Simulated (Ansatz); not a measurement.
The parent structure is Al$_{2}$O$_{3}$ in the corundum structure (space group R-3c, No. 167; a = 4.8088 Å, c = 13.1238 Å (hexagonal axes)). Axes: x lies along a and z along c of the hexagonal cell.

Level of theory: Ansatz (an electronic-structure program), PBE, PAW, cutoff 420 eV, no spin-orbit coupling.

Strains are applied to the cell and any free atomic positions relax.

One change was made to it. Results:

```json
[
 {"quantity": "gap character", "base": "direct at Γ", "after": "direct at Γ"},
 {"quantity": "band gap", "base": "5.85 eV", "after": "5.94 eV"},
 {"quantity": "shortest interatomic distance", "base": "1.874 Å", "after": "1.863 Å"},
 {"quantity": "energy relative to the base (free energy F)", "base": "0 meV/atom", "after": "+6.4 meV/atom"}
]
```

Question: Name the change that was made.
A) uniaxial strain ε_zz = −1.50 %
B) uniaxial strain ε_zz = −3.00 %
C) uniaxial strain ε_zz = −2.25 %
D) uniaxial strain ε_zz = −0.75 %

Answer: C, uniaxial strain ε_zz = −2.25 %. For comparison, the energy relative to the base in the other runs: uniaxial strain ε_zz = −0.75 % gives +0.7 meV/atom; uniaxial strain ε_zz = −1.50 % gives +2.8 meV/atom; uniaxial strain ε_zz = −3.00 % gives +11 meV/atom.

Stability against distortions was not tested.
